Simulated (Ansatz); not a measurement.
## Pressure series in Rh

Take Rh in the fcc (Cu type) structure (space group Fm-3m, No. 225) as the base.

```xyz
1
Lattice="0.0000 1.9150 1.9150 1.9150 0.0000 1.9150 1.9150 1.9150 0.0000" Properties=species:S:1:pos:R:3 pbc="T T T"
Rh     0.0000     0.0000     0.0000
```

Cell and atoms are relaxed at each pressure.

Method: PBE/PAW in Ansatz (a program for electronic structure), no SOC.

Two rows of this table had their results exchanged by mistake.

```tsv
pressure	volume per atom (Å³)	shortest distance (Å)	band gap
pressure −2 GPa	14.16	2.715	zero
pressure −1 GPa	14.10	2.712	zero
pressure 0.3 GPa	14.03	2.707	zero
pressure 0.7 GPa	14.01	2.706	zero
pressure 1.5 GPa	13.56	2.676	zero
pressure 3 GPa	13.89	2.698	zero
pressure 5 GPa	13.79	2.692	zero
pressure 7.5 GPa	13.67	2.684	zero
pressure 10 GPa	13.97	2.703	zero
```

### Question
Which two?

### Answer
The rows for pressure 1.5 GPa and pressure 10 GPa: the volume has to fall steadily with pressure, so 13.97 Å³ belongs to pressure 1.5 GPa and 13.56 Å³ to pressure 10 GPa.

Load acts through the strain it causes; cell and atoms are relaxed under it. Stability against distortions was not tested. No other phases were tried under pressure. The final runs are not spin-polarised.
